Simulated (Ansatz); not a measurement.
The starting structures come from a database of crystals and need not be the phases stable at ambient conditions.

## Evanescent states of RbTl(SO4)2 (R32, not sure to be the ambient phase, 12 atoms a cell, 14.9 Å³ an atom) along the normal of (001)

Method: r2SCAN (plane waves, PAW; Ansatz, an electronic-structure program).

The gap is the functional's own, uncorrected, and κ follows it; spin-orbit coupling is left out. Mid-gap values are interpolated between the computed energies.

Energies count from the valence-band top; κ is the least over a 12×12 mesh across the current.

```
E (eV)  κ (1/Å)  where
------  -------  -----
0.07      0.174      Γ
0.21      0.288      Γ
0.35      0.357      Γ
0.49      0.407      Γ
0.63      0.447      Γ
0.77      0.464      Γ
0.91      0.461      Γ
1.05      0.456      Γ
1.19      0.451      Γ
1.33      0.443      Γ
1.47      0.435      Γ
1.61      0.424      Γ
1.75      0.412      Γ
1.89      0.397      Γ
2.03      0.379      Γ
2.17      0.356      Γ
2.31      0.328      Γ
2.45      0.289      Γ
2.59      0.229      Γ
2.73      0.086      Γ
```

Problem. How thick must the barrier be to attenuate the transmission by 10^6 when the electrodes' Fermi level lies at 1.89 eV, and what attenuation does that film give at 2.73 eV?

Solution. d = 6 ln 10 / (2 × 0.397) = 17.4 Å. At 2.73 eV it gives 6 × 0.086/0.397 = 1.3 decades.
